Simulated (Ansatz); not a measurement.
Amorphous cells of Ga, O, Si: the gap between the highest filled and lowest empty level at the zone centre, by PBE and by a single point of HSE06 on the same geometry (PBE, scalar-relativistic without spin-orbit coupling (plane waves to 420 eV, PAW; Ansatz, a first-principles code); exact exchange cut at the cells' faces). The networks come from melt-quench runs on the CHGNet potential at compositions and starting densities chosen by hand, with anions pushed apart in the CHGNet dynamics, and DFT then relaxed them. The cells are small and were quenched far faster than real films, so single cells scatter. Defect or tail levels can set these gaps. The rows are the first to finish with both values and no moments.

```json
[
 {"cell": "A (Ga24O38Si, 4.85 g/cm3)", "PBE gap x (eV)": "1.42", "HSE06 gap y (eV)": "3.09"},
 {"cell": "B (Ga24O38Si, 4.84 g/cm3)", "PBE gap x (eV)": "1.62", "HSE06 gap y (eV)": "3.33"},
 {"cell": "C (Si12Ga12O42, 3.33 g/cm3)", "PBE gap x (eV)": "2.82", "HSE06 gap y (eV)": "withheld"},
 {"cell": "D (Si24O51Ga2, 2.36 g/cm3)", "PBE gap x (eV)": "3.47", "HSE06 gap y (eV)": "5.30"},
 {"cell": "E (Si24O51Ga2, 2.36 g/cm3)", "PBE gap x (eV)": "4.26", "HSE06 gap y (eV)": "6.09"},
 {"cell": "F (Si24O51Ga2, 2.36 g/cm3)", "PBE gap x (eV)": "4.59", "HSE06 gap y (eV)": "6.46"}
]
```

Question: Fit a straight line through the 5 full rows and predict the withheld value for C (Si12Ga12O42, 3.33 g/cm3).

Answer: Means: x = 3.072, y = 4.854. Slope = Σ(Δx Δy) / Σ(Δx²) = 9.211 / 8.711 = 1.06; the r.m.s. residual is 0.017. Prediction: 4.854 + 1.06 × (2.82 − 3.072) = 4.59. The run gave 4.59, 0.00 above the line.
